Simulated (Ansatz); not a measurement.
A self-consistent single point of a (001) slab of Na3BrO (cut from a parent of space group no. 221; 10 atoms in the cell) with Ansatz (a first-principles code).

Computed with PBEsol, default PAW files made with PBE (plane waves; Ansatz).

The change in words: vacuum of 7 angstrom (first run: 14 Å). Reference geometry:
```xyz
10
Lattice="4.5105 0.0000 0.0000 0.0000 4.5105 0.0000 0.0000 0.0000 20.7657" Properties=species:S:1:pos:R:3 pbc="T T T"
Na     0.0000     2.2552     7.0000
Na     2.2552     0.0000     7.0000
Na     2.2552     2.2552     9.2552
Br     0.0000     0.0000     9.2552
O      2.2552     2.2552     7.0000
Na     0.0000     2.2552    11.5105
Na     2.2552     0.0000    11.5105
Na     2.2552     2.2552    13.7657
Br     0.0000     0.0000    13.7657
O      2.2552     2.2552    11.5105
```

Reference input (self-consistent single point, DFT, PBEsol, plane waves, default PAW files made with PBE): basis.ecutwfc = 30.9 Ry; kpoints.mp_grid.grid = 5 5 1; hamiltonian.xc = pbesol; hamiltonian.pseudopotentials = {kind: paw} (the program's default PAW files); scf.occupations.method = fermi_dirac; scf.occupations.width = 0.0015 Ry. This run's input differs from it in these lines:

Ansatz 0.2 input:
```diff
@@ -4,14 +4,14 @@
     - [0.000000, 4.510464, 0.000000]
-    - [0.000000, 0.000000, 20.765714]
+    - [0.000000, 0.000000, 13.765719]
   atoms:
-    - { symbol: Na, position: [0.000000, 0.500000, 0.337094] }
-    - { symbol: Na, position: [0.500000, 0.000000, 0.337094] }
-    - { symbol: Na, position: [0.500000, 0.500000, 0.445697] }
-    - { symbol: Br, position: [0.000000, 0.000000, 0.445697] }
-    - { symbol: O, position: [0.500000, 0.500000, 0.337094] }
-    - { symbol: Na, position: [0.000000, 0.500000, 0.554303] }
-    - { symbol: Na, position: [0.500000, 0.000000, 0.554303] }
-    - { symbol: Na, position: [0.500000, 0.500000, 0.662906] }
-    - { symbol: Br, position: [0.000000, 0.000000, 0.662906] }
-    - { symbol: O, position: [0.500000, 0.500000, 0.554303] }
+    - { symbol: Na, position: [0.000000, 0.500000, 0.254255] }
+    - { symbol: Na, position: [0.500000, 0.000000, 0.254255] }
+    - { symbol: Na, position: [0.500000, 0.500000, 0.418083] }
+    - { symbol: Br, position: [0.000000, 0.000000, 0.418083] }
+    - { symbol: O, position: [0.500000, 0.500000, 0.254255] }
+    - { symbol: Na, position: [0.000000, 0.500000, 0.581917] }
+    - { symbol: Na, position: [0.500000, 0.000000, 0.581917] }
+    - { symbol: Na, position: [0.500000, 0.500000, 0.745745] }
+    - { symbol: Br, position: [0.000000, 0.000000, 0.745745] }
+    - { symbol: O, position: [0.500000, 0.500000, 0.581917] }
 basis:
```

The program printed (abridged):

```
SCF iter   1: F=—  HF=-15457.685482 eV  |F-HF|=—  |Δ(HF+E_count)|=         —  Δρ=4.52e-3  dr2=4.57e-2  ethr=1.77e-3  ⟨swp⟩=7.8  Hψ=1299  notcnv=0  defer=2
all-band conjugate gradients solve this SCF's bands
preconditioner: auto → Resta (q_TF=auto, 2.214 Å⁻¹)
SCF iter   2: F=—  HF=-15457.672330 eV  |F-HF|=—  |Δ(HF+E_count)|=   1.32e-2  Δρ=1.85e-3  dr2=1.22e-2  ethr=5.71e-5  ⟨swp⟩=3.0  Hψ=513  notcnv=0  defer=22
   [... lines left out ...]
SCF iter   5: F=—  HF=-15457.670044 eV  |F-HF|=—  |Δ(HF+E_count)|=   1.12e-5  Δρ=2.54e-4  dr2=1.62e-4  ethr=7.08e-7  ⟨swp⟩=2.0  Hψ=399  notcnv=0  defer=22
SCF iter   6: F=—  HF=-15457.670028 eV  |F-HF|=—  |Δ(HF+E_count)|=   1.62e-5  Δρ=3.51e-5  dr2=4.01e-6  ethr=2.02e-7  ⟨swp⟩=2.0  Hψ=365  notcnv=0  defer=22
SCF iter   7: F=—  HF=-15457.668984 eV  |F-HF|=—  |Δ(HF+E_count)|=   1.04e-3  Δρ=1.55e-5  dr2=5.84e-7  ethr=5.02e-9  ⟨swp⟩=2.0  Hψ=557  notcnv=0  defer=22
SCF iter   8: F=-15457.668984 eV  HF=-15457.668984 eV  |F-HF|=9.26e-9  |Δ(HF+E_count)|=   5.07e-7  Δρ=4.63e-6  dr2=5.79e-8  ethr=1.25e-10  ⟨swp⟩=12.8  Hψ=1328  notcnv=0
SCF 1 converged in 8 iterations: F = -15457.668984 eV  dr2 = 5.79e-8
Free energy (F): -15457.668984 eV
Internal energy: -15457.668984 eV  (E = F + TS)
E sigma→0 (E₀):  -15457.668984 eV
Fermi energy:    2.037566 eV
--- Forces (eV/Å), atoms counted from 1 ---
  atom   1  Na    -0.00000000     0.00000000    -0.12357471
  atom   2  Na    -0.00000000     0.00000000    -0.12357471
  atom   3  Na    -0.00000000     0.00000000     0.01630643
  atom   4  Br     0.00000000     0.00000000    -0.06731914
  atom   5  O     -0.00000000     0.00000000     0.18075071
  atom   6  Na    -0.00000000     0.00000000     0.04390917
  atom   7  Na     0.00000000     0.00000000     0.04390917
  atom   8  Na     0.00000000     0.00000000    -0.11072583
  atom   9  Br     0.00000000     0.00000000     0.04015013
  atom  10  O      0.00000000     0.00000000     0.10021195
--- Stress (GPa, compression-positive) ---
       -0.506231       0.000000       0.000000
        0.000000      -0.506231       0.000000
        0.000000       0.000000       0.121730
  P = ⅓ Tr σ = -0.2969 GPa (-2.969 kbar)
  The stress holds the Pulay correction. Without it, at fixed plane waves, as pw.x and ABINIT print it: P = -0.3921 GPa
```

The run converged in 8 iterations. Against the reference run the free energy hardly moves (within 1 meV/atom), the largest force goes from 0.198 to 0.181 eV/Å and the gap on the mesh goes from 1.830 to 1.750 eV.

The starting cell comes from a database of computed structures (which also holds hypothetical and non-ambient phases and stackings), without a prior relaxation at this level. The slab is cut from that crystal, and its faces are unrelaxed. Its lattice was rescaled by up to half a per cent. Spin polarisation is off, though cut faces can carry moments; a gap of a slab can lie between surface states. The two faces of this cut differ, and no dipole correction was used.
